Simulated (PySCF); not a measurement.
PySCF 2.14.0, PBE0/def2-svpd, df: Bi(I)3 ([I][Bi]([I])[I]), 4 atoms. The geometry is a generated start, not checked to be a minimum at this level.

* **task**: energy
* **method**: pbe0
* **basis**: def2-svpd
* **two-electron scheme**: density fitting
* **mol.max_memory**: 3000 MB
* **mf.max_cycle**: 100
* **mf.diis_space**: 8 (default)
* **mf.conv_tol**: 1e-09 (default)
* **mf.grids.level**: 3 (default)
* **effective core potentials**: those of the basis set, past Kr
* **basis functions**: 137
* **grid points**: 89320

```xyz
4

Bi     0.0032     0.0020     1.0507
I      0.4032    -2.3704    -0.3519
I      1.8492     1.5315    -0.3635
I     -2.2556     0.8370    -0.3353
```

With the defaults (mf.DIIS = CDIIS, mf.diis = true, mf.level_shift = 0, mf.damp = 0, mf.diis_start_cycle = 1, newton = off, mf.init_guess = minao) it converges in 14 Fock builds. One run each on 2 threads, 1 BLAS thread, with these changes:
- mf.damp = 0.7, mf.diis_start_cycle = 8
- mf.init_guess = 1e
- mf.DIIS = ADIIS
- mf.damp = 0.3, mf.diis_start_cycle = 4
- newton = Hessian by the SCF's own integrals
- mf.diis = false, mf.damp = 0.7, mf.diis_start_cycle = 999
- mf.level_shift = 0.1 Hartree
- mf.DIIS = EDIIS
- mf.diis = false

### Question
Which of these changes keep the SCF from converging, or lead it to another solution?

### Answer
No convergence: mf.DIIS = EDIIS; mf.diis = false (the run ends without SCF convergence in 100 cycles). The rest reach the solution of the defaults.

```csv
setting,Fock builds,end
the defaults,14,same solution
mf.level_shift = 0.1 Hartree,15,same solution
"mf.damp = 0.3, mf.diis_start_cycle = 4",15,same solution
"mf.damp = 0.7, mf.diis_start_cycle = 8",17,same solution
mf.init_guess = 1e,17,same solution
mf.DIIS = ADIIS,19,same solution
"mf.diis = false, mf.damp = 0.7, mf.diis_start_cycle = 999",32,same solution
newton = Hessian by the SCF's own integrals,48,same solution
mf.DIIS = EDIIS,101,no convergence
mf.diis = false,101,no convergence
```

Under newton the count holds the products with the orbital Hessian.
